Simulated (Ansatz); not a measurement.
Base system: TiO2 in the anatase structure (space group I4_1/amd, No. 141; a = 3.739 Å, c = 9.455 Å). Axes: x, y, z lie along a, b, c of the conventional cell.

All numbers come from Kohn–Sham DFT with the LDA functional, run in Ansatz (a program for electronic structure) with PAW and 420 eV plane waves, no SOC.

The change: the cell is stretched by 1.80 % along z with no lateral relaxation; the atoms relax in the strained cell.

Q: How does this affect the stress?

A: The stress (xx, yy, zz, yz, xz, xy; compression positive) is (-2.81, -2.81, -3.60, 0.00, 0.00, 0.00) GPa.

Q: Estimate the effect on the energy relative to the base.

A: The energy goes up by 2.2 meV/atom.

Q: How does this affect the largest internal atomic displacement?

A: The largest internal atomic displacement is 0.021 Å.

Stability against distortions was not tested. The final runs are not spin-polarised.
